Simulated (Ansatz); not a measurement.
Ansatz (an electronic-structure program) run on SrGe2Ru2 (I4/mmm, 5 atoms in the cell): relaxation of cell and atoms.

Computed with LDA (PW92), PAW files made with PBE (plane waves; Ansatz).

```
Sr(GeRu)2
1.0
   -2.15241     2.15241     5.14697
    2.15241    -2.15241     5.14697
    2.15241     2.15241    -5.14697
Sr Ge Ru
1 2 2
Cartesian
  0.00000   0.00000   0.00000
  0.00000   0.00000   6.61057
  0.00000   0.00000   3.68338
  0.00000   2.15241   2.57349
  2.15241   0.00000   2.57349
```

Reference input (self-consistent single point, DFT, LDA (PW92), plane waves, PAW files made with PBE): kpoints.mp_grid.grid = 6 6 6; hamiltonian.xc = lda; hamiltonian.pseudopotentials = {kind: paw} (the program's default PAW files); scf.occupations.method = gaussian; scf.occupations.width = 0.0037 Ry. This run's input differs from it in these lines:

```diff
@@ -19,2 +19,4 @@
   occupations: { method: gaussian, width: 0.0037 Ry }
+relax:
+  cell: {}
 output:
```

The program printed (abridged):

```
   [... SCF lines of the steps left out ...]
relax step   1: F+E_penalty+E_count = -23394.95276850 eV  Δ(F+E_penalty+E_count) = +0.000e0 eV  max|allowed force component| = 1.155e-1 eV/Å  Δτ_max = 0.0000 Å  P = -4.172 GPa  Ω = 95.381 Å³  (10 SCF iters, dr2 threshold 1.00e-7 eV, accepted)
relax step   2: F+E_penalty+E_count = -23394.99960925 eV  Δ(F+E_penalty+E_count) = -4.684e-2 eV  max|allowed force component| = 1.072e-1 eV/Å  Δτ_max = 0.0461 Å  P = +2.098 GPa  Ω = 89.772 Å³  energy of the carried Pulay correction = +3.419e-3 eV  [...]
   [... lines left out ...]
relax step   5: F+E_penalty+E_count = -23395.00725665 eV  Δ(F+E_penalty+E_count) = -5.029e-5 eV  max|allowed force component| = 4.377e-3 eV/Å  Δτ_max = 0.0015 Å  P = +0.019 GPa  Ω = 91.228 Å³  energy of the carried Pulay correction = +2.512e-3 eV  [...]
relax step   6: F+E_penalty+E_count = -23395.00505398 eV  Δ(F+E_penalty+E_count) = +2.203e-3 eV  max|allowed force component| = 5.181e-3 eV/Å  Δτ_max = 0.0000 Å  P = +0.006 GPa  Ω = 91.228 Å³  stress off target by 9.74e-3 GPa  SCF on the basis [...]
basis re-selected at this cell: Δ(F+E_penalty+E_count) = +2.203e-3 eV, ΔP = -0.013 GPa vs the last step
the relaxation is at rest under the 16 symmetry operations that the run kept from its start: a minimum is not shown …
Free energy (F): -23395.005054 eV
Internal energy: -23395.001055 eV  (E = F + TS)
E sigma→0 (E₀):  -23395.003055 eV
Entropy (-TS):   -0.003999 eV (-0.800 meV/atom)
Fermi energy:    14.007804 eV
--- Forces (eV/Å), atoms counted from 1 ---
  atom   1  Sr     0.00000000     0.00000000     0.00000000
   [... lines left out ...]
  cell:  # Å, volume = 91.2281 Å³
   [... lines left out ...]
  atoms:
    - { symbol: Sr, position: [-5.8560284647106235e-19, -5.8560284647106235e-19, 4.278153192069306e-35] }
    - { symbol: Ge, position: [0.6384534465730866, 0.6384534465730866, 6.9425451575099555e-37] }
    - { symbol: Ge, position: [0.3615465534269134, 0.3615465534269134, 9.720415472386243e-36] }
    - { symbol: Ru, position: [0.75, 0.25, 0.5] }
    - { symbol: Ru, position: [0.25, 0.75, 0.5] }
```

The run converged.  The full log also holds: “iter 5 did not close the SCF: its close was put off for the readings that it lacked (scf_convergence_deferred on its scf_iter line)”. The full log also holds: “iter 5 did not close the SCF: its close was put off for the readings that it lacked (scf_convergence_deferred on its scf_iter line)”.

Summary of the result:
- Free energy E − TS (on the zero of these files): -23395.0051 eV
- Fermi level (on the code's own zero): 14.01 eV
- Pressure: 0.01 GPa
- Largest force (vector length): 0.005 eV/Å
- Final cell: a = 5.8627 Å, b = 5.8627 Å, c = 5.8627 Å, α = 137.41°, β = 137.41°, γ = 61.81°
- Final volume per atom: 18.25 Å³
- Relaxation steps: 6

The starting cell comes from a database of computed structures (which also holds hypothetical and non-ambient phases and stackings), without a prior relaxation at this level. Its lattice was rescaled by a random factor within 2.5 % of one. Spin polarisation is off. The relaxation keeps the symmetry of its start, so its end need not be a minimum. Ansatz's pressure includes its estimate of the finite-basis (Pulay) stress.

Keys are those of Ansatz 0.2.
